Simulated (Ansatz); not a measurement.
C on the O site (C_O) in rock-salt MgO (start: the O site; 64-site cell, 2×2×2 shifted sampling). Method: PBE, PAW (plane waves to 420 eV; Ansatz, a first-principles code). Total energies of the localised charge states, counted from that of charge +1, and their image corrections (point charge with alignment); the host's valence-band maximum lies at 7.775 eV on the cells' energy zero and its gap is 4.46 eV.

```
charge         moment (μB)  E − E(first) (eV)  correction (eV)
------  ------------------  -----------------  ---------------
+1                     3.0              0.000            0.196
0                      2.0              9.400            0.000
−1                     1.0             19.437            0.198
−2      not spin-polarised             29.995            0.796
```

Task: Derive the transition levels above the valence-band maximum and say which of them are thermodynamic.

Result: A level is the Fermi energy at which two charges have equal formation energy: ε(q/q′) = [E(q′) + corr(q′) − E(q) − corr(q)] / (q − q′) − E_VBM.
ε(+1/0) = [(9.400 + 0.000) − (0.000 + 0.196)] / 1 − 7.775 = 1.43 eV
ε(0/−1) = [(19.437 + 0.198) − (9.400 + 0.000)] / 1 − 7.775 = 2.46 eV
ε(−1/−2) = [(29.995 + 0.796) − (19.437 + 0.198)] / 1 − 7.775 = 3.38 eV
Thermodynamic levels at least 0.1 eV inside the gap: (+1/0) at 1.43 eV; (0/−1) at 2.46 eV; (−1/−2) at 3.38 eV. They hold to tenths of an eV in this cell. Only the charges listed were compared.
